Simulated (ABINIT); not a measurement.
How a calculation on NbSi2 (P6_222, 9 atoms in the cell) responds to its settings

```yaml
crystal:
  lattice:
    - [4.74902, 0.00000, 0.00000]
    - [-2.37451, 4.11277, 0.00000]
    - [0.00000, 0.00000, 6.50798]
  atoms:
    - { symbol: Nb, position: [0.00000, 0.50000, 0.16667] }
    - { symbol: Nb, position: [0.50000, 0.00000, 0.50000] }
    - { symbol: Nb, position: [0.50000, 0.50000, 0.83333] }
    - { symbol: Si, position: [0.84184, 0.68369, 0.50000] }
    - { symbol: Si, position: [0.15815, 0.84184, 0.83333] }
    - { symbol: Si, position: [0.31631, 0.15815, 0.16667] }
    - { symbol: Si, position: [0.15815, 0.31631, 0.50000] }
    - { symbol: Si, position: [0.84184, 0.15815, 0.83333] }
    - { symbol: Si, position: [0.68369, 0.84184, 0.16667] }
```

Base run A: PBE, PAW (JTH v2.0 PBE PAW) (ABINIT), self-consistent single point.

Its settings: pseudos = [Nb.GGA_PBE-JTH.xml, Si.GGA_PBE-JTH.xml]; ecut = 20 Ha; pawecutdg = 40 Ha; pawxcdev = 0; occopt = 6; tsmear = 0.00499791 Ha; ngkpt = 5 5 3; nshiftk = 1; shiftk = 0 0 0; potentials = JTH v2.0 PBE PAW; nband = 41; kptopt = 1; nstep = 80; toldfe = 1e-09 Ha.

The starting cell comes from a database of computed structures (which also holds hypothetical and non-ambient phases and stackings), without a prior relaxation at this level. Its lattice was rescaled by a random factor within 2.5 % of one. Spin polarisation is off. In the base run, with a pressure of about 8 GPa the cell is away from its equilibrium volume at this level.

ΔF is the free energy per atom less that of run A. 

```tsv
run	tsmear	ΔF (meV/atom)	pressure (GPa)	largest force (eV/Å)	TS (meV/atom)
A	0.00499791 Ha	0.00	8.04	0.083	-0.6
B	7.35e-05 Ha	-0.21	8.05	0.080	0.0
C	0.00036749 Ha	-0.23	8.05	0.080	0.0
D	0.00091873 Ha	-0.26	8.05	0.080	0.0
E	0.00183747 Ha	-0.30	8.05	0.080	0.1
F	0.00367493 Ha	-0.17	8.05	0.078	-0.4
G	0.0055124 Ha	0.06	8.04	0.085	-0.7
H	0.00734986 Ha	0.22	8.03	0.095	-0.3
I	0.0110248 Ha	-0.13	8.05	0.117	2.6
J	0.0183747 Ha	-2.9	8.07	0.148	7.4
K	0.0293995 Ha	-5.5	7.95	0.184	-0.1
```

Run H against A: The free energy stays essentially unchanged (within 1 meV/atom), the pressure moves little (8.04 to 8.03 GPa) and the largest force goes from 0.083 to 0.095 eV/Å.

Run I against A: The free energy hardly moves (within 1 meV/atom), the pressure stays near 8.05 GPa while the zz stress (positive for compression) goes from 8.41 to 8.95 GPa and the largest force goes from 0.083 to 0.117 eV/Å.
